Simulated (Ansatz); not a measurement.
Consider Al2O3 in the corundum structure (space group R-3c, No. 167; a = 4.808 Å, c = 13.122 Å (hexagonal axes)).

Computed with PBE in Ansatz (plane waves to 420 eV, PAW, no SOC), earlier PAW set.

One change was made to it. Results:

The lattice parameter a drops by 0.029 Å (4.808 Å → 4.779 Å); the valence-band top at Γ (three highest levels, from the VBM) becomes 0.00, -0.04, -0.04 eV (base: 0.00, -0.03, -0.03 eV); the width of the top valence band increases by 0.03 eV (0.60 eV → 0.63 eV); the band gap rises by 0.23 eV (5.86 eV → 6.09 eV).

### Question
Which change produced these results?
A) pressure −2 GPa
B) pressure 22.5 GPa
C) pressure 9 GPa
D) pressure 4.5 GPa

### Answer
D, pressure 4.5 GPa. For comparison, the band gap in the other runs: pressure 9 GPa gives 6.30 eV; pressure 22.5 GPa gives 6.88 eV; pressure −2 GPa gives 5.75 eV.

Load acts through the strain it causes; cell and atoms are relaxed under it. Whether these cells are dynamically stable was not tested. Competing high-pressure phases were not computed.

Ansatz is a program for electronic structure.
